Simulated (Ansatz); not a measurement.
**The (111) surface of fcc Ni, ferromagnetic, clean 1x1 (bottom of the slab: a bare face, its two planes held)**

Computed with PBE (plane waves to 420 eV, PAW; Ansatz, an electronic-structure program).

Slab: 6 atoms, 10.2 Å thick at the start with caps and adatoms (thin: gaps and levels are the slab's own); k 17x17x1, smearing 0.1 eV, dipole-corrected; 2 atoms held, the rest relaxed; start symmetry kept, larger cells not searched; spin-polarised, no spin-orbit, no U.

```yaml
work_function_of_the_top_face: 5.06 eV
energy_released_by_relaxation: 0.002 eV
magnetic_moment_of_the_cell: 3.92 μB
cost: about 3 core-minutes (a rough figure)
```
